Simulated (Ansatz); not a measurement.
An Ansatz (an electronic-structure program) input (LDA (Ansatz; PAW; 420 eV plane waves; no spin-orbit coupling)):

Ansatz 0.2 input:
```yaml
crystal:
  lattice:
    - [3.6985293608, 0, 0]
    - [0, 3.6985293608, 0]
    - [0, 0, 3.6985293608]
  atoms:
    - { symbol: Cu, position: [0.5, 0, 0] }
    - { symbol: Cu, position: [0, 0.5, 0] }
    - { symbol: Cu, position: [0, 0, 0.5] }
    - { symbol: N, position: [0, 0, 0] }
basis: { ecutwfc: 420, ecutrho_ratio: 4, xc_grid: 2, fft_grid_basis: typed }
kpoints: { mp_grid: { grid: [13, 13, 13] } }
hamiltonian:
  xc: lda
  dispersion: none
  pseudopotentials: { kind: paw }
scf: { occupations: { method: fermi_dirac, width: 0.05 }, convergence: { dr2_threshold: 0.0000000004 } }
relax: { f_tol: 0.005, max_steps: 50 }
output: { forces: true, stress: true }
checkpoint: { write: state.ck, write_every: 1000 }
```

Question: Which symmetry and how many k-points will the program report, and about how many plane waves at Γ?

Answer: Space group Pm-3m (ITA 221) with 48 operations, k-points 84 of 2197, and 1021 plane waves at Γ.

Question: And the final pressure?

Answer: 2.81 GPa (compression positive).

The cells carry an imposed strain or load. No phonon test of stability was made. All final runs are without spin polarisation. The cell was made from Cu$_{3}$N (space group Pm-3m, No. 221) by this change: isotropic strain −0.60 %.
